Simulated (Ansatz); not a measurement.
Start from HfO2 (space group P4_2/nmc, No. 137; a = 3.577 Å, c = 5.204 Å). Axes: x, y, z lie along a, b, c of the conventional cell.

Computed with Kohn–Sham DFT with the r2SCAN functional, run in Ansatz (a quantum-chemistry and plane-wave program) with PAW and 500 eV plane waves, without spin-orbit coupling, earlier PAW set.

It is then changed as follows: the cell is stretched by 3.19 % along x with no lateral relaxation, atoms relaxed at fixed cell.

### Question
Predict the stress tensor and what it implies for the stiffness.

### Answer
Stress of the strained cell less that of the base (GPa, compression positive):
```
 -11.38    0.00    0.00
   0.00   -7.33    0.00
   0.00    0.00   -1.76
```

Then −Δσ_ii/ε with ε = 0.0319 gives secant stiffness values (nonlinear terms included at this strain): C11 ≈ 357 GPa, C12 ≈ 230 GPa and C13 ≈ 55 GPa.

As a check, the harmonic strain energy −½ V₀ Δσ:ε is 13 meV/atom; the computed energy rise is 13 meV/atom.

Stability against distortions was not tested. This is not the structure that HfO2 has at room temperature and ambient pressure.
